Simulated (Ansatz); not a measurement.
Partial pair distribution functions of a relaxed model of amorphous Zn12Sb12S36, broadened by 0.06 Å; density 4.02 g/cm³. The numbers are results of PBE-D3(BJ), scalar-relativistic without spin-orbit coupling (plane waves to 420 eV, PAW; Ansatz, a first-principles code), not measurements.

It comes from a melt-quench run on a machine-learned potential (CHGNet), relaxed afterwards by DFT. The hot cell started wider than the set density and was brought back towards it in steps. It is the lowest in DFT energy of 3 quenches. It is a model cell: composition and starting density were chosen by hand, and all elements were melted together. The geometry includes D3(BJ) dispersion. Its density started from a set value of 3.47 and ended at 4.02 g/cm³. Cooling (nominally 79 K/ps over its main leg) ran many orders faster than in experiment, which tends to leave more defects and strain. A cell of this size samples the disorder only roughly. Volume and shape were free in the relaxation.

```
r (Å)  g Zn-S  g Sb-S  g Zn-Zn  g Sb-Sb
-----  ------  ------  -------  -------
2.05     0.00    0.00     0.00     0.00
2.15     0.22    0.00     0.00     0.00
2.25     4.11    0.02     0.00     0.00
2.35    10.52    0.76     0.00     0.00
2.45     5.83    4.65     0.00     0.00
2.55     1.46    5.47     0.00     0.00
2.65     0.31    2.74     0.00     0.00
2.75     0.16    1.46     0.01     0.00
2.85     0.16    0.71     0.44     0.00
2.95     0.13    0.92     1.23     0.00
3.05     0.17    1.82     1.04     0.00
3.15     0.25    1.21     0.96     0.04
3.25     0.29    0.82     1.08     0.67
3.35     0.23    0.82     1.00     1.30
3.45     0.64    1.09     1.11     1.27
3.55     1.19    1.02     1.70     0.79
3.65     0.99    0.80     2.46     1.04
3.75     0.97    1.07     3.01     1.07
3.85     0.97    0.95     1.32     0.42
3.95     0.91    0.53     0.65     0.96
4.05     0.70    0.42     0.35     0.99
4.15     0.48    0.74     0.07     0.99
4.25     0.83    0.92     0.88     0.92
4.35     1.15    0.64     1.93     0.95
4.45     0.88    0.64     2.01     1.87
4.55     0.61    0.41     0.70     1.27
4.65     0.80    0.67     0.34     1.19
4.75     0.68    0.89     0.39     0.49
4.85     0.70    1.10     0.34     0.55
4.95     0.61    1.21     0.33     1.01
5.05     0.88    1.06     0.55     1.18
5.15     1.09    1.05     1.09     1.23
5.25     1.09    0.84     1.71     2.29
5.35     1.00    1.02     1.06     2.33
5.45     1.01    1.11     0.75     1.48
```

Within 2.70 Å each Zn has 4.08 S neighbours on average.
